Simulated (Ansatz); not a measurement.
For CsH (Pm-3m, No. 221, 2 atoms in the cell; start mp-632319; a measured phase of this formula has another space group), LDA (plane waves, PAW; Ansatz, a quantum-chemistry and plane-wave program) gives:

* **lattice constant a**: 3.638 Å
* **formation enthalpy**: -0.306 eV/atom

What does r²SCAN-D4 in Ansatz (PAW) give for the same quantities?


- lattice constant a: 3.780 Å (goes up by 3.9 %)
- formation enthalpy: -0.312 eV/atom (moves by -0.006 eV/atom)

Changes are worked out from the printed values.

Unless a cell is named, each level is at its own relaxed cell (LDA 24.08, r²SCAN-D4 27.00 Å³/atom).

Caveats: the relaxation could not lower the start's symmetry, so the cell can be a saddle point above a distorted one (LDA, r²SCAN-D4). Ansatz's density-functional and Hartree–Fock values are scalar-relativistic unless marked +SOC, with PAW data made under PBE.

A start named mp-… is a Materials Project structure, which need not be a measured phase.
